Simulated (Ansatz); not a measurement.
We consider Zr (Ibam, No. 72, 6 atoms in the cell; start mp-1077723; another form than the element's usual one), described by r²SCAN (plane waves, PAW; Ansatz, a first-principles code).

Settings: plane-wave cutoff 560 eV, 14×14×14 k mesh, Fermi–Dirac smearing 0.05 eV, scalar-relativistic PAW data made under PBE.

Cell (relaxed at this level):

```
Zr
1.0
   -2.73182     4.14856     3.10662
    2.73182    -4.14856     3.10662
    2.73182     4.14856    -3.10662
Zr
6
Cartesian
  0.00000   0.00000   1.55331
  0.00000   0.00000   4.65993
  0.44772   2.67598   0.00000
  2.28410   1.47259   3.10662
  3.17954   1.47259   0.00000
 -0.44772   2.67598   3.10662
```

Problem. Predict the bulk modulus B0.

Solution. 
- bulk modulus B0 = 88.5 GPa

The run finds no gap.

Note: the bulk modulus is −V dP/dV from two relaxed cells at ±2 % in volume; the relaxation could not lower the start's symmetry, so the cell can be a saddle point above a distorted one.

Computed values are for the static lattice.

The result took about 13 core-minutes (a rough figure).

A start named mp-… is a Materials Project structure, which need not be a measured phase.
